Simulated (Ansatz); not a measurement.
Start from ZrS2 in the CdI2 type structure (space group P-3m1, No. 164; a = 3.6348 Å, c = 5.7196 Å; layered, stacked along the Cartesian z axis).

Level of theory: Kohn–Sham DFT with the PBE-D3(BJ) functional, run in Ansatz (an electronic-structure program) with PAW and 420 eV plane waves, no spin-orbit coupling.

Strains are applied to the cell and any free atomic positions relax.

One change was made to it. Results:

The energy goes up by 16 meV/atom; the pressure (mean of the normal stresses, compression positive) goes from zero to -2.87 GPa; the largest internal atomic displacement amounts to 0.073 Å; the smallest direct gap goes up by 0.03 eV (1.41 eV → 1.44 eV).

Name the change that was made.
(A) isotropic strain −1.50 %
(B) isotropic strain +2.00 %
(C) isotropic strain +2.50 %

C, isotropic strain +2.50 %. For comparison, the energy relative to the base in the other runs: isotropic strain +2.00 % gives +10 meV/atom; isotropic strain −1.50 % gives +6.6 meV/atom.

Whether these cells are dynamically stable was not tested.
